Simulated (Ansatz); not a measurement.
Formation energies of neutral defects against the elements (graphite for carbon, diatomic gases, S8), in rock-salt LiF (eV), each at one geometry relaxed with PBE and evaluated in Ansatz (a first-principles code) with PBE, r2SCAN. Details: 64-site cell; 2×2×2 shifted k-points; charged states image-corrected; no spin–orbit coupling; no Hubbard U; corrections pass 1 eV, so highly charged states may be off by several tenths; flagged in the runs: for some of the defects a doubtful potential alignment, a strain field that reaches the edge of the cell.

```
defect              PBE  r2SCAN
-----------------  ----  ------
I on the F site    8.21    8.03
Cu on the Li site  4.98    4.84
K on the Li site   2.91    2.55
Ag on the Li site  5.65    5.36
Se on the F site   8.40    8.32
H on the F site    5.17    5.51
Eu on the Li site  5.26    4.67
Mn on the Li site  6.20    5.54
Na on the Li site  0.97    0.73
```

PBE less r2SCAN: over the 9 rows with both numbers (drawn at random from the settled rows of this host; unsettled states are left out), mean 0.25 eV, median 0.25 eV, mean size 0.32 eV, from -0.34 to 0.66 eV.
